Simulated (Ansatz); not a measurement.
Ansatz (a program for electronic structure) run on ZnS (P6_3mc, 8 atoms in the cell): relaxation of cell and atoms.

Method of the run: PBE (plane waves, PAW; Ansatz).

```xyz
8
Lattice="3.7217 0.0000 0.0000 -1.8609 3.2231 0.0000 0.0000 0.0000 12.1674" Properties=species:S:1:pos:R:3 pbc="T T T"
Zn     1.8609     1.0744     9.1247
Zn     0.0000     2.1487     3.0410
Zn     0.0000     0.0000     6.0837
Zn     0.0000     0.0000     0.0000
S      1.8609     1.0744    11.4098
S      0.0000     2.1487     5.3261
S      0.0000     0.0000     8.3632
S      0.0000     0.0000     2.2794
```

Reference input (self-consistent single point, DFT, PBE, plane waves, default PAW files): kpoints.mp_grid.grid = 8 8 3; hamiltonian.xc = pbe; hamiltonian.pseudopotentials = {kind: paw} (the program's default PAW files); scf.occupations.method = fermi_dirac; scf.occupations.width = 0.02 eV. This run's input differs from it in these lines:

```diff
@@ -22,2 +22,4 @@
   occupations: { method: fermi_dirac, width: 0.02 eV }
+relax:
+  cell: {}
 output:
```

The program printed (abridged):

```
   [... SCF lines of the steps left out ...]
relax step   1: F+E_penalty+E_count = -16890.54373166 eV  Δ(F+E_penalty+E_count) = +0.000e0 eV  max|allowed force component| = 2.162e-2 eV/Å  Δτ_max = 0.0000 Å  P = +8.704 GPa  Ω = 145.955 Å³  (7 SCF iters, dr2 threshold 1.00e-7 eV, accepted)
relax step   2: F+E_penalty+E_count = -16890.85136908 eV  Δ(F+E_penalty+E_count) = -3.076e-1 eV  max|allowed force component| = 1.146e-2 eV/Å  Δτ_max = 0.0018 Å  P = +3.384 GPa  Ω = 154.394 Å³  energy of the carried Pulay correction = -4.186e-3 eV  [...]
   [... lines left out ...]
relax step   5: F+E_penalty+E_count = -16890.91904300 eV  Δ(F+E_penalty+E_count) = -3.705e-4 eV  max|allowed force component| = 3.728e-3 eV/Å  Δτ_max = 0.0038 Å  P = +0.000 GPa  Ω = 161.384 Å³  energy of the carried Pulay correction = -7.479e-3 eV  [...]
relax step   6: F+E_penalty+E_count = -16890.92642497 eV  Δ(F+E_penalty+E_count) = -7.382e-3 eV  max|allowed force component| = 3.741e-3 eV/Å  Δτ_max = 0.0000 Å  P = -0.002 GPa  Ω = 161.384 Å³  stress off target by 5.78e-3 GPa  SCF on the basis [...]
basis re-selected at this cell: Δ(F+E_penalty+E_count) = -7.382e-3 eV, ΔP = -0.002 GPa vs the last step
the relaxation is at rest under the 12 symmetry operations that the run kept from its start: a minimum is not shown …
Free energy (F): -16890.926425 eV
Internal energy: -16890.926425 eV  (E = F + TS)
E sigma→0 (E₀):  -16890.926425 eV
Fermi energy:    6.540505 eV
--- Forces (eV/Å), atoms counted from 1 ---
  atom   1  Zn     0.00000000     0.00000000    -0.00168425
  atom   2  Zn    -0.00000000    -0.00000000    -0.00168425
   [... lines left out ...]
  cell:  # Å, volume = 161.3838 Å³
   [... lines left out ...]
    - { symbol: S, position: [0.6666666666666666, 0.33333333333333315, 0.9375823094036482] }
    - { symbol: S, position: [0.33333333333333326, 0.6666666666666665, 0.4375823094036482] }
    - { symbol: S, position: [-4.708216052526771e-21, 4.216888859680246e-28, 0.6872621689043863] }
    - { symbol: S, position: [-4.708216052526482e-21, 4.216856030873041e-28, 0.1872621689043861] }
```

The run converged. 

Summary of the result:
| Item | Result |
|---|---|
| Free energy E − TS (on the zero of these files) | -16890.9264 eV |
| Top of the valence band (on the code's own zero) | 5.51 eV |
| Gap on the k-point mesh | 2.05 eV |
| Pressure | 0.00 GPa |
| Largest force (vector length) | 0.004 eV/Å |
| Final cell | a = 3.847 Å, b = 3.847 Å, c = 12.592 Å, α = 90.00°, β = 90.00°, γ = 120.00° |
| Final volume per atom | 20.17 Å³ |
| Relaxation steps | 6 |

The starting cell comes from a database of computed structures (which also holds hypothetical and non-ambient phases and stackings), without a prior relaxation at this level. Its lattice was rescaled by a random factor within 2.5 % of one. The relaxation keeps the symmetry of its start, so its end need not be a minimum. Ansatz's pressure includes its estimate of the finite-basis (Pulay) stress.

Cost on one core of a shared machine: roughly 60 s.

Keys are those of Ansatz 0.2.
